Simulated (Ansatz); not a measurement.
The reference is CaF2 in the fluorite structure (space group Fm-3m, No. 225; a = 5.439 Å). Axes: x, y, z lie along the cube axes.

Computed with Ansatz (a quantum-chemistry and plane-wave program) r2SCAN, no SOC.

Before the change:

The smallest direct gap is 8.29 eV and the electron mass is 0.56 mₑ (at Γ). The shortest interatomic distance comes out as 2.355 Å and the band gap is 8.03 eV.

Perturbation: the symmetric strain tensor [0.0130 0.0020 -0.0129; 0.0020 0.0068 -0.0061; -0.0129 -0.0061 0.0076], atoms relaxed at fixed cell.

Task: What happens to the smallest direct gap?

Result: The smallest direct gap drops by 0.19 eV, from 8.29 eV to 8.10 eV.

Task: What does the calculation give for the electron mass after the change?

Result: The electron mass is still 0.56 mₑ (at Γ).

Task: What happens to the shortest interatomic distance?

Result: The shortest interatomic distance stays essentially unchanged (2.355 Å against 2.356 Å).

Task: Predict the new band gap.

Result: The band gap shrinks by 0.17 eV (8.03 eV → 7.86 eV).

Effective masses come from finite differences of ±0.01 Å⁻¹. Stability against distortions was not tested.
